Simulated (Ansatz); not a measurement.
A computed series for CrCl3: pressure series

The parent structure is CrCl3 (space group R-3, No. 148; a = 5.960 Å, c = 17.238 Å (hexagonal axes); ferromagnetic; a cell from a computed database, its experimental status unchecked; layered, stacked along the Cartesian z axis).

Cell and atoms are relaxed at each pressure.

Computed with r2SCAN+rVV10 (Ansatz, an electronic-structure program, PAW, no spin-orbit coupling).

Two rows of this table had their results exchanged by mistake.

| pressure | volume per atom (Å³) | shortest distance (Å) | band gap |
|---|---|---|---|
| pressure −1 GPa | 23.95 | 2.354 | 2.46 eV |
| pressure 0.3 GPa | 21.80 | 2.342 | 2.43 eV |
| pressure 0.7 GPa | 21.45 | 2.339 | 2.42 eV |
| pressure 1.5 GPa | 19.28 | 2.313 | 2.40 eV |
| pressure 3 GPa | 20.07 | 2.324 | 2.41 eV |
| pressure 5 GPa | 20.88 | 2.334 | 2.42 eV |

**Question.** Which two?

**Answer.** The rows for pressure 1.5 GPa and pressure 5 GPa: the volume has to fall steadily with pressure, so 20.88 Å³ belongs to pressure 1.5 GPa and 19.28 Å³ to pressure 5 GPa.

Load acts through the strain it causes; cell and atoms are relaxed under it. Whether these cells are dynamically stable was not tested. No other phases were tried under pressure. No Hubbard U is applied and the magnetic state is the run's own (CrCl3 ferromagnetic); other magnetic orders, which need larger cells, were not tried and can change the gap.
